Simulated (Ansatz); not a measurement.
Structures of equal composition on the (111) surface of fcc Al: a layer of Os in place of the second plane; a layer of Os in place of the third plane. The slabs share one bottom face, and each structure is named by its start. These are constructed structures in small cells; real faces may alloy, dewet or reconstruct in larger ones, and not all known structures of the face are among them. Slabs of about 12 Å, Fermi-Dirac smearing of 0.1 eV. Bottom of the slabs: a bare face, its two planes held. Relaxed from the named starts with such symmetry as they have, on meshes of like density; energies extrapolated to zero smearing; spin only where a row says so; no spin-orbit coupling, no U. Brackets mark spin-polarised runs, whose order is one that fits the cell.

Calculation: PBE (plane waves to 420 eV, PAW; Ansatz, a program for electronic structure).

Question: Order them by energy per 1x1 cell (lowest first) at the level PBE.

Answer: a layer of Os in place of the third plane (0.000 eV), a layer of Os in place of the second plane (0.125 eV)
